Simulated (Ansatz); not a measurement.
**Element substitutions in Sn**

The parent structure is Sn (space group I4_1/amd, No. 141; a = 5.833 Å, c = 3.158 Å).

Each row replaces one element on all its sites; cell and atoms are relaxed.

Level of theory: Ansatz (a first-principles code) PBEsol, no spin-orbit coupling.

Candidates:
(a) Sn → Fe
(b) Sn → Ir
(c) Sn → Cu

Before the change:

- Volume per atom: 26.86 Å³

Question: Order them by volume per atom, highest first.

Answer: (b) Sn → Ir (15.68 Å³), (c) Sn → Cu (12.44 Å³), (a) Sn → Fe (11.87 Å³)

Other magnetic orders, which the real material may have, were not ruled out. No phonon test of stability was made. As relaxed here, Fe, Ir and Cu are hypothetical phases, not in the database extracts checked. Spin-polarised in the final run: Fe; the other runs are not.
